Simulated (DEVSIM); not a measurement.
System: Pt/SiO2/p-Si capacitor, at 300 K.

| layer (left to right) | material | thickness (nm) | Na (cm⁻³) |
|---|---|---|---|
| 1 | SiO2 | 3.20 | - |
| 2 | Si | 10000 | 3e15 |

Metal gate on the left, work function 5.6 eV. Fixed charge at the semiconductor interface 1.8e12 cm⁻² (in units of +e); no interface traps.

This is a model device: material constants are rounded textbook-type values typed into the input, and sizes, dopings and lifetimes were drawn at random. Values at 300 K.

| parameter | SiO2 | Si |
|---|---|---|
| gap (eV) | 9 | 1.124 |
| affinity (eV) | 0.9 | 4.05 |
| permittivity | 3.9 | 11.7 |
| Nc (cm⁻³) | - | 2.86e19 |
| Nv (cm⁻³) | - | 3.1e19 |

DEVSIM, 1D Poisson equation in equilibrium, Boltzmann statistics, complete ionisation; no quantum confinement or tunnelling. Metal contacts follow the ideal Schottky-Mott rule: no Fermi-level pinning, no interface dipoles.

The fixed charge was swept, all else fixed.

```csv
fixed charge (cm^-2),threshold voltage (band bending 2φF) (V),flat-band voltage (V)
-5.4e11,1.42,0.75
6.3e11,1.24,0.57
1.8e12,1.07,0.40
2.97e12,0.90,0.22
4.14e12,0.72,0.05
```

From the first row to the last the threshold voltage (band bending 2φF) goes from 1.42 to 0.72. From the first row to the last the flat-band voltage goes from 0.75 to 0.05.
